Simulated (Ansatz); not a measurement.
## Sc, pressure series

The reference is Sc in the hcp (Mg type) structure (space group P6_3/mmc, No. 194; a = 3.2771 Å, c = 5.0854 Å).

Cell and atoms are relaxed at each pressure.

Computed with plane-wave PAW DFT at the PBEsol level (Ansatz, a first-principles code, 420 eV), no spin-orbit coupling.

Notes on the quantities. enthalpy: H = E + PV relative to the base's energy.

| case | lattice parameter a | enthalpy |
|---|---|---|
| base | 3.277 Å | – |
| pressure −2 GPa | 3.317 Å | -0.30 eV/atom |
| pressure −1 GPa | 3.297 Å | -0.15 eV/atom |
| pressure 0.9 GPa | 3.261 Å | +0.13 eV/atom |
| pressure 2.1 GPa | 3.241 Å | +0.30 eV/atom |
| pressure 4.5 GPa | 3.205 Å | +0.64 eV/atom |
| pressure 9 GPa | 3.147 Å | +1.24 eV/atom |
| pressure 15 GPa | 3.083 Å | +1.99 eV/atom |
| pressure 22.5 GPa | 3.013 Å | +2.88 eV/atom |
| pressure 30 GPa | 2.947 Å | +3.70 eV/atom |

Load acts through the strain it causes; cell and atoms are relaxed under it. Whether these cells are dynamically stable was not tested. No other phases were tried under pressure. The final runs are not spin-polarised.
